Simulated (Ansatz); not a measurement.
System: SiC (model structure, started from the GeS type, Pnma, No. 62, 8 atoms in the cell). Method: LDA in Ansatz (plane waves, PAW).

Numerical settings: plane-wave cutoff 520 eV, 8×18×16 k mesh (along the axes of the cell as run), Fermi–Dirac smearing 0.05 eV, scalar-relativistic PAW data made under PBE.

Computed at the level's own relaxed cell.

```
CELL_PARAMETERS angstrom
      5.75870     0.00000     0.00000
      0.00000     3.10609     0.00000
      0.00000     0.00000     5.16128
ATOMIC_POSITIONS crystal
  Si 0.15963 0.25000 0.40376
  Si 0.34037 0.75000 0.90376
  Si 0.84037 0.75000 0.59624
  Si 0.65963 0.25000 0.09624
  C  0.82368 0.25000 0.39710
  C  0.67632 0.75000 0.89710
  C  0.17632 0.75000 0.60290
  C  0.32368 0.25000 0.10290
```

Q: List the 22 lowest band energies at Γ above −25 eV (eV, relative to the valence band maximum), grouping those that round alike.

A: At Γ: -15.35, -13.23, -12.04, -10.18, -7.31, -7.03, -5.51, -5.29, -4.15, -3.64, -2.19, -1.35, -0.97, -0.47, -0.17, 0.00, 3.09, 4.56, 5.07, 5.12, 5.50, 6.91.

Note: the relaxation could raise the start's symmetry but not lower it, so the cell can be a saddle point.

A model structure was made by putting elements into a prototype or built by hand; it is no filed structure, need not be a known phase, and can be a saddle point held by its symmetry.

Ansatz is a first-principles code.
